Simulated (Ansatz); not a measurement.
Cost and result by functional for the adsorption energy of O on the 1x1 (110) surface of bcc Ta, one in a 2x2 cell, started at the site 'hollow Ta-Ta-Ta', in Ansatz (plane waves, PAW). Single points on the PBE structure, on one kind of machine; costs are rough ratios of the slab run's core time (references not counted) to the cheapest single point. r2SCAN's cost holds its higher cutoff (500 against 420 eV). Differences are taken against r2SCAN for comparison alone: no measured value is at hand, so the table doesn't rank accuracy.

Model: 17-atom slab, 6.8 Å thick at the start under the adsorbate (thin: gaps and levels are the slab's own), 5x5x1 mesh, Fermi-Dirac 0.1 eV, dipole correction, 8 atoms held, the rest relaxed; start symmetry kept, larger cells not searched; no spin, no spin-orbit, no U, no dispersion correction. At the end it is bonded to 3 Ta. In PBE it is, or lies within 0.03 eV of, the lowest of the starts that converged. These notes are the PBE run's. Adsorption energies are against ½ O2(g). A negative adsorption energy means that the adsorbate is more stable on the surface than in its reference.

```json
[
 {"functional": "RPBE", "relative cost": "1", "adsorption energy (eV)": "-4.60", "less r2SCAN (eV)": "0.69"},
 {"functional": "r2SCAN", "relative cost": "2", "adsorption energy (eV)": "-5.29", "less r2SCAN (eV)": "0.00"},
 {"functional": "PBE (the relaxed run's value)", "relative cost": "–", "adsorption energy (eV)": "-4.86", "less r2SCAN (eV)": "0.43"}
]
```

The values span 0.69 eV, while the single points' costs differ by a factor of roughly 2. Differences are of unrounded values.

Ansatz is a program for electronic structure.
